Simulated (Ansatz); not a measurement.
BaMoO3 (Pm-3m), PBEsol, DFPT electron-phonon coupling, linearised Boltzmann equation (Ansatz, a quantum-chemistry and plane-wave program): phonon-limited resistivity 9.35 μΩ·cm at 300 K, current-weighted mean free path 11.5 nm, Drude plasma energy 5.55 eV.

### Question
What Drude relaxation time do resistivity and plasma energy imply?

### Answer
ω_p = 8.43e15 s⁻¹, so τ = 1/(ε₀ ω_p² ρ) = 17.0 fs, a damping ħ/τ of 38.7 meV.

### Question
What is the classical skin depth at 10 GHz (nonmagnetic, μ₀ = 1.257×10⁻⁶ H/m)?

### Answer
δ = √(ρ/(π f μ₀)) = 1540 nm.

A metal at this level (no band gap). Only scattering by harmonic phonons is included (no impurities, grain boundaries, electron-electron scattering or thermal expansion). Spin-orbit coupling is left out. The squared frequency of the phonon mode least converged on the k mesh is uncertain by about 18 %. The run warned that the eigensolver left some states short of its tolerance. Halving the electron mesh (20x20x20) moves the resistivity by up to 3 % at 300 K, the mean free path by up to 6 %. Smearing 0.20 eV; phonons on a 4x4x4 q mesh, which this run doesn't test.

Computed structure with no diffraction record at hand here (it may be known, metastable or hypothetical): BaMoO3 (Pm-3m).
